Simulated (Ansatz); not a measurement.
**Sb under a change: uniaxial stress, 0.5 GPa compression along z**

Start from Sb (space group R-3m, No. 166; a = 4.266 Å, c = 10.699 Å (hexagonal axes); relaxed with 0.1 eV smearing). Axes: x lies along a and z along c of the hexagonal cell.

Modification: uniaxial stress, 0.5 GPa compression along z; all other stress components relax to zero.

Method: Ansatz (a first-principles code) PBEsol-D3(BJ), without spin-orbit coupling, earlier PAW set. k-mesh 17×17×17 (Γ-centred); smearing 0.1 eV (Fermi–Dirac).

The volume per atom decreases by 0.15 Å³ (28.10 Å³ → 27.95 Å³) and the space group is still R-3m (No. 166). The energy grows by 0.5 meV/atom and the band gap stays zero. The strain response (xx, yy, zz) amounts to (+0.34, +0.34, −1.22) %.

Spin-orbit coupling, missing from the scalar runs, can matter with Sb. Stability under load was not tested beyond the relaxation.
